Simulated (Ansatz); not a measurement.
Base system: SiC (space group P6_3mc, No. 186).

```xyz
8
Lattice="3.0778 0.0000 0.0000 -1.5389 2.6654 0.0000 0.0000 0.0000 10.0773" Properties=species:S:1:pos:R:3 pbc="T T T"
Si     0.0000     0.0000     0.0030
Si     0.0000     0.0000     5.0417
Si     1.5389     0.8885     7.5605
Si     0.0000     1.7769     2.5218
C      0.0000     0.0000     8.1916
C      0.0000     0.0000     3.1529
C      1.5389     0.8885     5.6656
C      0.0000     1.7769     0.6269
```

Level of theory: r2SCAN in Ansatz (plane waves to 500 eV, PAW, spin-orbit coupling left out), earlier PAW set.

Base values:

The c/a ratio is 3.274. The lattice parameter a is 307.8 pm.

The change: cell and atoms relaxed at a pressure of 30 GPa.

How does this affect the c/a ratio and lattice parameter a?

The c/a ratio shrinks by 0.002, from 3.274 to 3.272; the lattice parameter a decreases by 10.73 pm, from 307.8 pm to 297.0 pm.

Load acts through the strain it causes; cell and atoms are relaxed under it. No phonon test of stability was made. No other phases were tried under pressure.

Ansatz is a quantum-chemistry and plane-wave program.
